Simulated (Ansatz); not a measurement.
Input and output of a self-consistent single point for LaRu2 (R3m, 6 atoms in the cell) (Ansatz, a program for electronic structure).

Level of theory: PBEsol, default PAW files made with PBE (plane waves; Ansatz).

The change in words: lattice scaled by 0.98; basis.ecutwfc: 30.9 Ry → 61.7 Ry. Reference geometry:
```yaml
crystal:
  lattice:
    - [0.00000, 3.85176, 3.85176]
    - [3.85176, 0.00000, 3.85176]
    - [3.85176, 3.85176, 0.00000]
  atoms:
    - { symbol: La, position: [0.25375, 0.25375, 0.25375] }
    - { symbol: La, position: [0.00000, 0.00000, 0.00000] }
    - { symbol: Ru, position: [0.62500, 0.62500, 0.12500] }
    - { symbol: Ru, position: [0.62500, 0.12500, 0.62500] }
    - { symbol: Ru, position: [0.62500, 0.62500, 0.62500] }
    - { symbol: Ru, position: [0.12500, 0.62500, 0.62500] }
```

Reference input (self-consistent single point, DFT, PBEsol, plane waves, default PAW files made with PBE): basis.ecutwfc = 30.9 Ry; kpoints.mp_grid.grid = 4 4 4; hamiltonian.xc = pbesol; hamiltonian.pseudopotentials = {kind: paw} (the program's default PAW files); scf.occupations.method = gaussian; scf.occupations.width = 0.0073 Ry. This run's input differs from it in these lines:

Ansatz 0.2 input:
```diff
@@ -3,5 +3,5 @@
   lattice:
-    - [0.000000, 3.851761, 3.851761]
-    - [3.851761, 0.000000, 3.851761]
-    - [3.851761, 3.851761, 0.000000]
+    - [0.000000, 3.774726, 3.774726]
+    - [3.774726, 0.000000, 3.774726]
+    - [3.774726, 3.774726, 0.000000]
   atoms:
@@ -14,3 +14,3 @@
 basis:
-  ecutwfc: 30.9 Ry
+  ecutwfc: 61.7 Ry
 kpoints:
```

The program printed (abridged):

```
SCF iter   1: F=—  HF=-35588.816397 eV  |F-HF|=—  |Δ(HF+E_count)|=         —  Δρ=6.97e-3  dr2=4.17e-2  ethr=1.77e-3  ⟨swp⟩=6.5  Hψ=2463  notcnv=0
all-band conjugate gradients solve this SCF's bands
preconditioner: auto → Kerker (q_TF=auto, 2.628 Å⁻¹)
SCF iter   2: F=—  HF=-35588.814763 eV  |F-HF|=—  |Δ(HF+E_count)|=   1.63e-3  Δρ=3.34e-3  dr2=1.33e-2  ethr=4.85e-5  ⟨swp⟩=2.2  Hψ=981  notcnv=0  defer=14
   [... lines left out ...]
SCF iter   4: F=—  HF=-35588.812361 eV  |F-HF|=—  |Δ(HF+E_count)|=   1.81e-4  Δρ=2.77e-4  dr2=9.57e-5  ethr=9.75e-7  ⟨swp⟩=2.0  Hψ=945  notcnv=0  defer=14
SCF iter   5: F=—  HF=-35588.812256 eV  |F-HF|=—  |Δ(HF+E_count)|=   1.05e-4  Δρ=7.94e-5  dr2=7.70e-6  ethr=1.11e-7  ⟨swp⟩=2.2  Hψ=1175  notcnv=0  defer=14
SCF iter   6: F=—  HF=-35588.812255 eV  |F-HF|=—  |Δ(HF+E_count)|=   8.09e-7  Δρ=1.43e-5  dr2=3.79e-7  ethr=8.95e-9  ⟨swp⟩=2.0  Hψ=953  notcnv=0  defer=14
SCF iter   7: F=-35588.812255 eV  HF=-35588.812255 eV  |F-HF|=5.98e-9  |Δ(HF+E_count)|=   4.95e-8  Δρ=3.01e-6  dr2=1.18e-8  ethr=1.16e-10  ⟨swp⟩=11.7  Hψ=2853  notcnv=0
SCF 1 converged in 7 iterations: F = -35588.812255 eV  dr2 = 1.18e-8
Free energy (F): -35588.812255 eV
Internal energy: -35588.758556 eV  (E = F + TS)
E sigma→0 (E₀):  -35588.785406 eV
Entropy (-TS):   -0.053699 eV (-8.950 meV/atom)
Fermi energy:    19.112153 eV
--- Forces (eV/Å), atoms counted from 1 ---
  atom   1  La    -0.16835757    -0.16835757    -0.16835757
  atom   2  La     0.02084320     0.02084320     0.02084320
  atom   3  Ru     0.03622961     0.03622961     0.08277898
  atom   4  Ru     0.03622961     0.08277898     0.03622961
  atom   5  Ru    -0.00772834    -0.00772834    -0.00772834
  atom   6  Ru     0.08277898     0.03622961     0.03622961
--- Stress (GPa, compression-positive) ---
        3.146534       0.095962       0.095962
        0.095962       3.146534       0.095962
        0.095962       0.095962       3.146534
  P = ⅓ Tr σ = 3.1465 GPa (31.465 kbar)
  The stress holds the Pulay correction. Without it, at fixed plane waves, as pw.x and ABINIT print it: P = 3.1438 GPa
```

The run converged in 7 iterations. Against the reference run the free energy drops by 13.1 meV/atom, the pressure goes from -5.97 to 3.15 GPa and the largest force goes from 0.237 to 0.292 eV/Å.

The starting cell comes from a database of computed structures (which also holds hypothetical and non-ambient phases and stackings), without a prior relaxation at this level. Its lattice was rescaled by up to half a per cent. One atom was moved a little off its site on purpose. For this run, on top of that: lattice scaled by 0.98. Spin polarisation is off. Ansatz's pressure includes its estimate of the finite-basis (Pulay) stress.
